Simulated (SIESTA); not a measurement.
Worked example: self-consistent single point of MnAgO2 (C2/m, 4 atoms in the cell) in SIESTA.

Method of the run: GGA PBEsol with spin-orbit coupling, numerical atomic orbitals DZP, PseudoDojo PBEsol fully relativistic norm-conserving potentials (rewritten from UPF to PSML) (SIESTA 5.4.2).

```xyz
4
Lattice="2.7832 -1.4564 0.0000 2.7832 1.4564 0.0000 -1.3168 0.0000 6.2320" Properties=species:S:1:pos:R:3 pbc="T T T"
Mn     2.1248     0.0000     3.1160
Ag     0.0000     0.0000     0.0000
O      0.1202     0.0000     2.0916
O      4.1294     0.0000     4.1404
```
Moments meant for the start (each program seeds them in its own way; μB, in the order of the atoms Mn Ag O O): 4.0 0.0 0.0 0.0.

Reference input (self-consistent single point, DFT, GGA PBEsol, numerical atomic orbitals DZP, PseudoDojo PBEsol standard norm-conserving potentials (rewritten from UPF to PSML)): XC.functional = GGA; XC.authors = PBEsol; potentials = PseudoDojo PBEsol standard; PAO.BasisSize = DZP; PAO.EnergyShift = 0.005 Ry; MeshCutoff = 300 Ry; kgrid.MonkhorstPack = 7 7 3; OccupationFunction = FD; ElectronicTemperature = 50 meV; Spin = polarized; DM.InitSpin = [1 +4.00, 2 +0.00, 3 +0.00, 4 +0.00]; MaxSCFIterations = 150. This run's input differs from it in these lines:

```diff
@@ -1,2 +1,2 @@
-# files in the folder: Mn.psml Ag.psml O.psml (PseudoDojo PBEsol standard)
+# files in the folder: Mn.psml Ag.psml O.psml (PseudoDojo PBEsol fully relativistic)
 SystemName  MnAgO2
@@ -37,8 +37,8 @@
 ElectronicTemperature        50.0 meV
-Spin                         polarized
+Spin                         spin-orbit
 %block DM.InitSpin
-  1 +4.00
-  2 +0.00
-  3 +0.00
-  4 +0.00
+  1 4.00 0.00 0.00
+  2 0.00 0.00 0.00
+  3 0.00 0.00 0.00
+  4 0.00 0.00 0.00
 %endblock DM.InitSpin
```

Output (repeated stretches shortened):

```
        iscf     Eharris(eV)        E_KS(eV)     FreeEng(eV)     dDmax    Ef(eV) dHmax(eV)
   scf:    1    -8018.202710    -8053.942632    -8053.946254  0.722038 -2.332648 16.282941
     spin moment: {S} , |S| = {   -0.00491   -0.00000    3.98867 }     3.98867
   scf:    2    -8070.634165    -8062.981480    -8062.983748  0.132988 -2.955604 10.289899
     spin moment: {S} , |S| = {   -0.00318   -0.00000    3.99566 }     3.99567
   scf:    3    -8069.561969    -8069.259028    -8069.264614  0.232337 -3.736013  1.759778
     spin moment: {S} , |S| = {   -0.00111   -0.00000    3.96074 }     3.96074
   [... lines left out ...]
     spin moment: {S} , |S| = {    0.00031   -0.00000    3.97181 }     3.97181
   scf:   19    -8069.505394    -8069.505397    -8069.509294  0.000018 -3.817164  0.000512
     spin moment: {S} , |S| = {    0.00037   -0.00000    3.97180 }     3.97180
   scf:   20    -8069.505394    -8069.505396    -8069.509295  0.000012 -3.817172  0.000461
     spin moment: {S} , |S| = {    0.00041   -0.00000    3.97179 }     3.97179
   scf:   21    -8069.505395    -8069.505396    -8069.509295  0.000008 -3.817180  0.000412
     spin moment: {S} , |S| = {    0.00046   -0.00000    3.97179 }     3.97179
SCF Convergence by DM+H criterion
max |DM_out - DM_in|         :     0.0000083602
max |H_out - H_in|      (eV) :     0.0004123919
SCF cycle converged after 21 iterations

Using DM_out to compute the final energy and forces

siesta: E_KS(eV) =            -8069.5054

siesta: E_KS - E_eggbox =     -8069.5054

siesta: Atomic forces (eV/Ang):
     1    0.000000    0.000000   -0.000000
     2    0.000000   -0.000000    0.000000
     3    0.119393    0.000000    0.207364
     4   -0.119393   -0.000000   -0.207364
   Tot   -0.000000    0.000000    0.000000
   Max    0.207364
   Res    0.097685    sqrt( Sum f_i^2 / 3N )
   Max    0.207364    constrained

Stress tensor Voigt[x,y,z,yz,xz,xy] (kbar):       45.28       42.94       28.53       -0.00        4.02        0.00
(Free)E + p*V (eV/cell)    -8070.7365
   [... lines left out ...]
siesta: FreeEng =     -8069.509295
siesta: Cell volume =         50.521213 Ang**3
siesta:         -38.91867566        -29.36761115  kBar
   [... lines left out ...]
     1     1.155634   13.844366    3.828485    0.001748   -0.000000    3.828485  Mn
     2     0.265869   18.734131    0.065426   -0.001286    0.000000    0.065413  Ag
     3    -0.710752    6.710752    0.038944   -0.000003    0.000000    0.038944  O
     4    -0.710752    6.710752    0.038944   -0.000003    0.000000    0.038944  O
 Total    -0.000000                3.971786    0.000455   -0.000000    3.971786
```

The run converged in 21 iterations. Against the reference run the pressure goes from -3.46 to -3.89 GPa, the largest force moves little (0.237 to 0.239 eV/Å) and the size of the net moment stays at 0.99 μB/atom.

The starting cell comes from a database of computed structures (which also holds hypothetical and non-ambient phases and stackings), without a prior relaxation at this level. Its lattice was rescaled by a random factor within 2.5 % of one. With one magnetic atom in the cell only a parallel order is possible. Values carry the incompleteness of an atom-centred basis. With a pressure of about -4 GPa the cell is away from its equilibrium volume at this level.

Cost on one core of a shared machine: roughly 2 min.
